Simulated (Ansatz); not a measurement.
The starting structures come from a database of crystals and need not be the phases stable at ambient conditions.

```
CELL_PARAMETERS angstrom
      6.27286     0.00000     0.00000
      0.00000     8.97671     0.00000
      0.00000     0.00000     6.27286
ATOMIC_POSITIONS crystal
  Cs 0.00000 0.75000 0.50000
  Cs 0.00000 0.25000 0.50000
  Cs 0.50000 0.75000 0.00000
  Cs 0.50000 0.25000 0.00000
  H  0.81248 0.00000 0.18752
  H  0.18752 0.00000 0.81248
  H  0.31248 0.50000 0.31248
  H  0.68752 0.50000 0.68752
  H  0.00000 0.81464 0.00000
  H  0.00000 0.18536 0.00000
  H  0.50000 0.31464 0.50000
  H  0.50000 0.68536 0.50000
  Pd 0.00000 0.00000 0.00000
  Pd 0.50000 0.50000 0.50000
```

Space group of this cell: P4_2/mnm. The cell is taken as given; by PBEsol its mean pressure is -1.1 GPa.

Transport runs along the normal of the first two printed cell vectors, the (100) plane of the conventional cell.

The gap is the functional's own, uncorrected, and κ follows it; spin-orbit coupling is left out. Mid-gap values are interpolated between the computed energies.

**Question.** Compute, with PBEsol (Ansatz, a program for electronic structure), the band gap and the smallest decay constant κ at mid-gap.

**Answer.** Gap 2.96 eV on a 6×4×6 mesh; κ = 0.422 1/Å, at (0.500, 0.500) of the in-plane reciprocal vectors. At the zone centre, at the nearest computed energy, the slowest state has κ = 0.45 1/Å.
